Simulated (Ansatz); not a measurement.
Structures of equal composition on the (0001) surface of 4H silicon carbide (Si plane on top): (√3x√3)R30° Si adatom at H3; (√3x√3)R30° Si adatom at T4. The slabs share one bottom face, and each structure is named by its start. These are constructed structures in small cells; real faces may alloy, dewet or reconstruct in larger ones, and not all known structures of the face are among them. Slabs of about 10 Å with all that they carry, Fermi-Dirac smearing of 0.025 eV. Bottom of the slabs: H caps. Relaxed from the named starts with such symmetry as they have, on meshes of like density; energies extrapolated to zero smearing; no spin-orbit coupling, no U. Spin-polarised runs, if any, are marked in brackets, and their order is one that fits the cell; the others ran without spin. Where a second, spin-polarised start was run, the lower counts.

Host crystal: 4H silicon carbide, with a band gap (PBE, scalar-relativistic without spin-orbit coupling).

Calculation: PBE (plane waves to 420 eV, PAW; Ansatz, an electronic-structure program).

Task: Order them by energy per 1x1 cell (lowest first) at the level PBE.

Result: (√3x√3)R30° Si adatom at T4 (0.000 eV [spin, 1.0 μB a cell], gap 0.42 eV on the mesh), (√3x√3)R30° Si adatom at H3 (0.170 eV [spin, 1.0 μB a cell], gap 0.53 eV on the mesh)
